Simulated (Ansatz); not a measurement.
Worked example: relaxation of the atoms of Mg (R3m, 3 atoms in the cell) in Ansatz (a program for electronic structure).

Method of the run: LDA (PW92), default PAW files made with PBE (plane waves; Ansatz).

The change in words: one atom moved by 0.15 angstrom; relax: default → atoms; relax.f_tol: default → 0.001 eV/Å. Reference geometry:
```
CELL_PARAMETERS angstrom
      1.58792     0.91678     7.67678
     -1.58792     0.91678     7.67678
      0.00000    -1.83357     7.67678
ATOMIC_POSITIONS crystal
  Mg 0.00000 0.00000 0.00000
  Mg 0.22193 0.22193 0.22193
  Mg 0.77807 0.77807 0.77807
```

Reference input (self-consistent single point, DFT, LDA (PW92), plane waves, default PAW files made with PBE): basis.ecutwfc = 420 eV; kpoints.mp_grid.grid = 12 12 12; hamiltonian.xc = lda; hamiltonian.pseudopotentials = {kind: paw} (the program's default PAW files); scf.occupations.method = gaussian; scf.occupations.width = 0.1 eV. This run's input differs from it in these lines:

```diff
@@ -7,3 +7,3 @@
   atoms:
-    - { symbol: Mg, position_ang: [0.000000, 0.000000, 0.000000] }
+    - { symbol: Mg, position_ang: [-0.000000, -0.000000, 0.149997] }
     - { symbol: Mg, position_ang: [-0.000000, -0.000000, 5.111190] }
@@ -23,2 +23,4 @@
     width: 0.1
+relax:
+  f_tol: 0.001
 output:
```

Output (repeated stretches shortened):

```
   [... SCF lines of the steps left out ...]
relax step   1: F+E_penalty+E_count = -5704.76299387 eV  Δ(F+E_penalty+E_count) = +0.000e0 eV  max|allowed force component| = 3.933e-1 eV/Å  Δτ_max = 0.0000 Å  (6 SCF iters, dr2 threshold 1.00e-7 eV, accepted)
relax step   2: F+E_penalty+E_count = -5704.79206289 eV  Δ(F+E_penalty+E_count) = -2.907e-2 eV  max|allowed force component| = 3.671e-2 eV/Å  Δτ_max = 0.0906 Å  (5 SCF iters, dr2 threshold 9.67e-6 eV, accepted)
relax step   3: F+E_penalty+E_count = -5704.79232303 eV  Δ(F+E_penalty+E_count) = -2.601e-4 eV  max|allowed force component| = 1.681e-4 eV/Å  Δτ_max = 0.0093 Å  (5 SCF iters, dr2 threshold 8.42e-8 eV, accepted)
relax step   4: F+E_penalty+E_count = -5704.79232303 eV  Δ(F+E_penalty+E_count) = -1.603e-9 eV  max|allowed force component| = 1.688e-4 eV/Å  Δτ_max = 0.0000 Å  (3 SCF iters, accepted)
the relaxation is at rest under the 6 symmetry operations that the run kept from its start: a minimum is not shown …
Stability not checked: this state was not tested for a lower state beside it, because too few of the mixer's solves of this state at the end of the SCF gave a …
Free energy (F): -5704.792323 eV
Internal energy: -5704.785619 eV  (E = F + TS)
E sigma→0 (E₀):  -5704.788971 eV
Entropy (-TS):   -0.006704 eV (-2.235 meV/atom)
Fermi energy:    5.646789 eV
--- Forces (eV/Å), atoms counted from 1 ---
  atom   1  Mg     0.00000000     0.00000000    -0.00016873
   [... lines left out ...]
  F+E_penalty+E_count = -5704.79232303 eV   max|allowed force component| = 1.688e-4 eV/Å
  atoms:
    - { symbol: Mg, position: [0.0021728893533672433, 0.0021728893533672433, 0.0021728893533672225] }
    - { symbol: Mg, position: [0.22419735619169975, 0.22419735619169975, 0.2241973561916997] }
    - { symbol: Mg, position: [0.7801427741766207, 0.7801427741766207, 0.7801427741766207] }
```

The run converged. 

Summary of the result:
- Free energy E − TS (on the zero of these files): -5704.7923 eV
- Fermi level (on the code's own zero): 5.65 eV
- Pressure: -1.17 GPa
- Relaxation steps: 4

The starting cell comes from a database of computed structures (which also holds hypothetical and non-ambient phases and stackings), without a prior relaxation at this level. Its lattice was rescaled by up to half a per cent. For this run, on top of that: one atom moved by 0.15 angstrom. The relaxation keeps the symmetry of its start, so its end need not be a minimum. Ansatz's pressure includes its estimate of the finite-basis (Pulay) stress.

Cost on one core of a shared machine: roughly 70 s.

Keys are those of Ansatz 0.2.
